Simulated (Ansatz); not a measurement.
The reference is ZnS in the zinc blende structure (space group F-43m, No. 216; a = 5.389 Å). Axes: x, y, z lie along the cube axes.

All numbers come from r2SCAN (Ansatz, a first-principles code; PAW; 500 eV plane waves; no SOC).

Strains are applied to the cell and any free atomic positions relax; under biaxial strain the out-of-plane vector relaxes too.

One change was made to it. Results:

| quantity | base | after |
|---|---|---|
| energy relative to the base (free energy F) | 0 meV/atom | +0.3 meV/atom |
| hole mass | – | 0.21 mₑ out of plane, 0.68 mₑ in plane (at Γ) |
| valence-band top at Γ (three highest levels, from the VBM) | 0.00, 0.00, 0.00 eV | 0.00, -0.04, -0.04 eV |
| band gap | 2.70 eV | 2.66 eV |

Task: What was done to the base?
(A) biaxial strain +3.00 %, plane normal [001], relaxed out of plane
(B) biaxial strain +0.50 %, plane normal [001], relaxed out of plane
(C) biaxial strain +1.50 %, plane normal [001], relaxed out of plane
(D) biaxial strain +2.00 %, plane normal [001], relaxed out of plane
(E) biaxial strain +2.50 %, plane normal [001], relaxed out of plane

Result: B, biaxial strain +0.50 %, plane normal [001], relaxed out of plane. For comparison, the band gap in the other runs: biaxial strain +2.00 %, plane normal [001], relaxed out of plane gives 2.53 eV; biaxial strain +3.00 %, plane normal [001], relaxed out of plane gives 2.45 eV; biaxial strain +1.50 %, plane normal [001], relaxed out of plane gives 2.57 eV; biaxial strain +2.50 %, plane normal [001], relaxed out of plane gives 2.49 eV.

Effective masses come from finite differences of ±0.01 Å⁻¹. Stability against distortions was not tested.
